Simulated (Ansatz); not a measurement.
Consider the following.

```
Ir
1.0
    0.03812     1.90592     1.90592
    1.90592     0.03812     1.90592
    1.94404     1.94404     0.00000
Ir
1
Cartesian
  0.00000   0.00000   0.00000
```

No spin polarisation.

The values are results of LDA in Ansatz (plane waves to 420 eV, PAW, without spin-orbit coupling), not measurements. Γ-centred 30×30×30 mesh, Fermi–Dirac width 0.1 eV.

Question: Predict the band gap.

Answer: Zero.

Question: Estimate the pressure (mean of the normal stresses, compression positive).

Answer: 0.9 GPa.

The cells carry an imposed strain or load. No phonon test of stability was made. All final runs are without spin polarisation. The cell was made from Ir in the fcc (Cu type) structure (space group Fm-3m, No. 225) by this change: tensor shear ε_xy = +2.00 %.

Ansatz is a program for electronic structure.
